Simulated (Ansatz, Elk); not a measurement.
An Elk input for a self-consistent single point of LiBr (Fm-3m, 2 atoms in the cell) (DFT, PBE, all-electron FP-LAPW, Elk's shipped species files, APW+lo basis with extra local orbitals):

```
tasks
  0

xctype
  20

tforce
  .true.

rgkmax
  7.5

gmaxvr
  18.0

lmaxapw
  10

lmaxo
  8

nxlo
  2

lorbcnd
  .true.

lradstp
  2

nrmtscf
  2.0

lmaxi
  4

swidth
  0.000734986

maxscl
  100

avec
    0.0000000000    5.1113142144    5.1113142144
    5.1113142144    0.0000000000    5.1113142144
    5.1113142144    5.1113142144    0.0000000000

atoms
  2
  'Li.in'
  1
  0.0000000000  0.0000000000  0.0000000000    0.0 0.0 0.0
  'Br.in'
  1
  0.5000000000  0.5000000000  0.5000000000    0.0 0.0 0.0

ngridk
  10 10 10
```

Task: Translate this input to Ansatz (a quantum-chemistry and plane-wave program).

Result: This is the input that was run; spellings and numerical settings could be chosen otherwise.

Ansatz 0.2 input:
```yaml
# LiBr
crystal:
  lattice:
    - [0.000000, 2.704791, 2.704791]
    - [2.704791, 0.000000, 2.704791]
    - [2.704791, 2.704791, 0.000000]
  atoms:
    - { symbol: Li, position: [0.000000, 0.000000, 0.000000] }
    - { symbol: Br, position: [0.500000, 0.500000, 0.500000] }
kpoints:
  mp_grid:
    grid: [10, 10, 10]
hamiltonian:
  xc: pbe
  pseudopotentials:
    kind: paw
scf:
  occupations:
    method: fermi_dirac
    width: 0.02
output:
  forces: true
  eigenvalues: true
  stress: true
```

Basis settings and potentials, where a program has them, do not carry over. This input uses DFT, PBE, plane waves, default PAW files. Both were run: gap on the mesh 5.158 eV in Elk and 5.162 in Ansatz.

On Ansatz: the starting cell comes from a database of computed structures (which also holds hypothetical and non-ambient phases and stackings), without a prior relaxation at this level. Its lattice was rescaled by a random factor within 2.5 % of one. For this run, on top of that: lattice scaled by 0.98.

On Elk: the starting cell comes from a database of computed structures (which also holds hypothetical and non-ambient phases and stackings), without a prior relaxation at this level. Its lattice was rescaled by a random factor within 2.5 % of one. For this run, on top of that: lattice scaled by 0.98. Values depend on the basis (sphere radii, cutoffs, local orbitals), which need not be converged.
